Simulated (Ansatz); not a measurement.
The starting structures come from a database of crystals and need not be the phases stable at ambient conditions.

By LDA, the system below comes out a metal.

Without scattering a metal conducts by its projected Fermi surface.

Input:

```
CELL_PARAMETERS angstrom
      4.68747     0.00000     0.00000
     -2.34373     4.05947     0.00000
      2.34373     1.35316     0.95683
ATOMIC_POSITIONS crystal
  Au 0.00000 0.00000 0.00000
```

Space group of this cell: Im-3m, bcc (W type). The cell is taken as given; by LDA its mean pressure is -13.4 GPa.

The current flows along the normal of the first two printed cell vectors, the (111) plane of the conventional cell. No spin-orbit coupling; the value is a mean over 0.1 eV about the Fermi level.

Problem. Predict the ballistic conductance per area from LDA (Ansatz, a first-principles code).

Solution. 0.89 × 10¹⁵ S/m² for both spins.
